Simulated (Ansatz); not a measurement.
Start from GaP in the zinc blende structure (space group F-43m, No. 216; a = 5.452 Å).

All numbers come from r2SCAN (Ansatz, a quantum-chemistry and plane-wave program), without spin-orbit coupling, earlier PAW set.

One change was made to it. Results:

The band gap shrinks by 1.28 eV (1.85 eV → 0.57 eV); the hole mass (degenerate bands, along [100]) becomes 0.19, 0.19, 0.24 mₑ (at Γ) (base: 0.13, 0.37, 0.37 mₑ (at Γ)); the lattice parameter a falls by 1.423 bohr, from 10.302 bohr to 8.879 bohr.

Q: What was done to the base?
(A) pressure 7 GPa
(B) pressure 50 GPa
(C) pressure −1 GPa
(D) pressure 15 GPa
(E) pressure 100 GPa

A: E, pressure 100 GPa. For comparison, the band gap in the other runs: pressure −1 GPa gives 1.87 eV; pressure 50 GPa gives 1.10 eV; pressure 7 GPa gives 1.72 eV; pressure 15 GPa gives 1.58 eV.

Load acts through the strain it causes; cell and atoms are relaxed under it. Effective masses come from finite differences of ±0.01 Å⁻¹. No phonon test of stability was made. Measured, GaP leaves this structure (for a Cmcm phase) near 26 GPa (temperature not stated; as listed in Datta, Sujoy, Jana, Debnarayan, arXiv (2020)).
